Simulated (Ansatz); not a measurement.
S on the 1x1 (111) surface of fcc Cu, one in a 3x3 cell, energies for each (51.4 Å²). Energies are against ⅛ S8(g), without zero-point or thermal terms; each row is named by its start.

Computed with PBE (plane waves to 420 eV, PAW; Ansatz, a quantum-chemistry and plane-wave program).

Task: Which site binds most strongly?
(A) hollow Cu-Cu-Cu over Cu at depth 2.1 Å
(B) hollow Cu-Cu-Cu over Cu at depth 4.1 Å
(C) top Cu

Result: B, hollow Cu-Cu-Cu over Cu at depth 4.1 Å. Adsorption energies: hollow Cu-Cu-Cu over Cu at depth 4.1 Å -1.23 eV; hollow Cu-Cu-Cu over Cu at depth 2.1 Å -1.19 eV; top Cu 0.01 eV.
